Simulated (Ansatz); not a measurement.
**A computed series for AlCo: response to strain**

Base system: AlCo in the CsCl type structure (space group Pm-3m, No. 221; a = 2.853 Å; not spin-polarised; relaxed with 0.1 eV smearing).

Strains are applied to the cell and any free atomic positions relax.

Method: PBE in Ansatz (plane waves to 420 eV, PAW, spin-orbit coupling left out), earlier PAW set.

Notes on the quantities. energy relative to the base: free energy F.

```json
[
 {"isotropic strain (%)": "-2.52", "energy relative to the base (meV/atom)": "40.1"},
 {"isotropic strain (%)": "-0.98", "energy relative to the base (meV/atom)": "5.8"},
 {"isotropic strain (%)": "0", "energy relative to the base (meV/atom)": "0.0"},
 {"isotropic strain (%)": "1.28", "energy relative to the base (meV/atom)": "?"},
 {"isotropic strain (%)": "1.41", "energy relative to the base (meV/atom)": "11.0"}
]
```

**Question.** Fit ΔE = Aε² + Bε³ (ε in %) to the rows shown and predict the withheld row.

**Answer.** Least squares on the printed values gives A = 5.82 and B = -0.20 meV/atom (largest residual 0.0 meV/atom); this predicts 9.1 meV/atom, and the run gives 9.1 meV/atom, in agreement.

No phonon test of stability was made. Seeded moments were not kept for the base. All final runs are without spin polarisation.

Ansatz is a program for electronic structure.
